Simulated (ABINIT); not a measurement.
Band structure of Sr2Ir (Fm-3m, 3 atoms in the cell).

```
Sr2Ir
1.0
    0.00000     3.58442     3.58442
    3.58442     0.00000     3.58442
    3.58442     3.58442     0.00000
Sr Ir
2 1
Direct
  0.75000   0.75000   0.75000
  0.25000   0.25000   0.25000
  0.00000   0.00000   0.00000
```

Method of the run: LDA (PW92), norm-conserving pseudopotentials (PseudoDojo nc-sr-04 LDA standard) (plane waves; ABINIT).

Settings: pseudos = [Sr.upf, Ir.upf]; ecut = 925 eV; occopt = 7; tsmear = 0.136 eV; ngkpt = 6 6 6; nshiftk = 1; shiftk = 0 0 0; potentials = PseudoDojo nc-sr-04 LDA standard; kptopt = 1; nstep = 80; tolvrs1 = 1e-10; ndtset = 2; getden2 = 1.

The starting cell comes from a database of computed structures (which also holds hypothetical and non-ambient phases and stackings), without a prior relaxation at this level. Its lattice was rescaled by a random factor within 2.5 % of one. Spin-orbit coupling is off. Spin polarisation is off.

Levels in eV from the Fermi level, bands 15 to 22:
| point | 15 | 16 | 17 | 18 | 19 | 20 | 21 | 22 |
|---|---|---|---|---|---|---|---|---|
| Γ | -1.66 | -0.99 | -0.99 | -0.99 | 0.67 | 0.67 | 0.67 | 3.27 |
| X | -1.59 | -1.19 | -1.19 | -0.95 | -0.84 | 2.19 | 2.24 | 2.96 |
| W | -1.65 | -1.65 | -1.18 | -1.08 | 0.77 | 0.77 | 1.81 | 3.05 |
| K | -1.60 | -1.46 | -1.20 | -1.09 | 0.05 | 1.35 | 2.35 | 2.65 |
| L | -1.35 | -1.35 | -1.17 | -1.17 | -0.67 | 1.92 | 1.92 | 3.63 |
| U | -1.60 | -1.46 | -1.20 | -1.09 | 0.05 | 1.35 | 2.35 | 2.65 |

Bands cross the Fermi level along this path, so the cell is metallic at this level.
